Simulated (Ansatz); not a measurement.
B20 (FeSi-type) FeGe was calculated with PBEsol (PAW; Ansatz, a quantum-chemistry and plane-wave program).

Numerical settings: plane-wave cutoff 520 eV, 12×12×12 k mesh, Fermi–Dirac smearing 0.05 eV, spin-polarised with parallel moments, scalar-relativistic PAW data made under PBE.

A third-order Birch–Murnaghan fit to the energies gives V0 = 12.139 Å³/atom, B0 = 185 GPa, B′ = 5.1.

| V (Å³/atom) | P (GPa) |
|---|---|
| 11.655 | … |
| 11.898 | … |
| 12.140 | -0.01 |
| 12.383 | … |
| 12.626 | … |

Problem. Estimate the withheld pressures from this fit; the answers are the runs' own values.

Solution. 
- 11.655, P (GPa): 8.33
- 11.898, P (GPa): 3.92
- 12.383, P (GPa): -3.49
- 12.626, P (GPa): -6.55

The formula P = (3/2) B0 (x^(7/3) − x^(5/3)) [1 + (3/4)(B′ − 4)(x^(2/3) − 1)] with x = V0/V meets the computed pressures within 0.04 GPa when these rounded values are put in.

Shape and atoms are relaxed at each volume.

Measured, for comparison: bulk modulus 147 ± 3 GPa (82 K, zero-point motion not removed; as tabulated in Wilhelm et al. (2007), arXiv:cond-mat/0703031); equilibrium volume per atom 12.97 Å³/atom (295 K, not corrected to a static lattice; as tabulated in Wilhelm et al. (2007), arXiv:cond-mat/0703031). Computed (rounded) less measured: bulk modulus +26 %, equilibrium volume per atom -6.4 %.

Note: the collinear magnetic order is the start's and need not be the measured one; the bulk modulus comes from volumes at which shape and atoms were relaxed.

Static lattice: no zero-point or thermal effects.

Cost on a shared machine: about 110 core-minutes (a rough figure).
